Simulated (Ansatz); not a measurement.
By PBEsol, the system below comes out a metal.

Data:

```xyz
2
Lattice="3.1903 0.0000 0.0000 0.0000 3.1903 0.0000 1.5951 -1.5951 2.2559" Properties=species:S:1:pos:R:3 pbc="T T T"
Hf     0.0000     0.0000     0.0000
N      1.5951     1.5951     0.0000
```

The cell is taken as given; by PBEsol it stands under a pressure of -1.9 GPa.

The current flows along the normal of the first two printed cell vectors, the (001) plane of the conventional cell. No spin-orbit coupling; the value is a mean over 0.1 eV about the Fermi level.

Task: Predict the ballistic conductance per area from PBEsol (Ansatz, a quantum-chemistry and plane-wave program).

Result: 1.1 × 10¹⁵ S/m² for both spins.
